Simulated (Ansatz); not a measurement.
BN (model structure, started from the BeO type, P4₂/mnm, No. 136, 8 atoms in the cell) was calculated with HSE06 in Ansatz (plane waves, PAW).

Numerical settings: plane-wave cutoff 460 eV, 6×6×8 k mesh (along the axes of the cell as run), Fermi–Dirac smearing 0.01 eV, scalar-relativistic PAW data made under PBE.

The cell is the one relaxed with PBEsol. Conventional cell: a = 4.3988 Å, b = 4.3988 Å, c = 2.5386 Å, α = 90.00°, β = 90.00°, γ = 90.00°.

```yaml
crystal:
  lattice:
    - [4.39880, 0.00000, 0.00000]
    - [0.00000, 4.39880, 0.00000]
    - [0.00000, 0.00000, 2.53858]
  atoms:
    - { symbol: B, position: [0.32590, 0.67410, 0.00000] }
    - { symbol: B, position: [0.67410, 0.32590, 0.00000] }
    - { symbol: B, position: [0.82590, 0.82590, 0.50000] }
    - { symbol: B, position: [0.17410, 0.17410, 0.50000] }
    - { symbol: N, position: [0.31240, 0.31240, 0.00000] }
    - { symbol: N, position: [0.68760, 0.68760, 0.00000] }
    - { symbol: N, position: [0.18760, 0.81240, 0.50000] }
    - { symbol: N, position: [0.81240, 0.18760, 0.50000] }
```

Task: List the 22 lowest band energies at Γ above −25 eV (eV, relative to the valence band maximum), grouping those that round alike.

Result: At Γ: -22.07, -17.74 (×2), -17.38, -10.86, -10.04, -7.97 (×2), -6.02, -5.39, -2.56 (×2), -0.51, -0.29, -0.03 (×2), 8.59, 9.20, 10.17, 10.26 (×2), 11.25.

Note: the run warned that its exchange threshold was loose for the stress; the relaxation could raise the start's symmetry but not lower it, so the cell can be a saddle point; cell and atoms aren't relaxed at this level (pressure -3.1 GPa).

A model structure was made by putting elements into a prototype or built by hand; it is no filed structure, need not be a known phase, and can be a saddle point held by its symmetry.

Ansatz is a first-principles code.
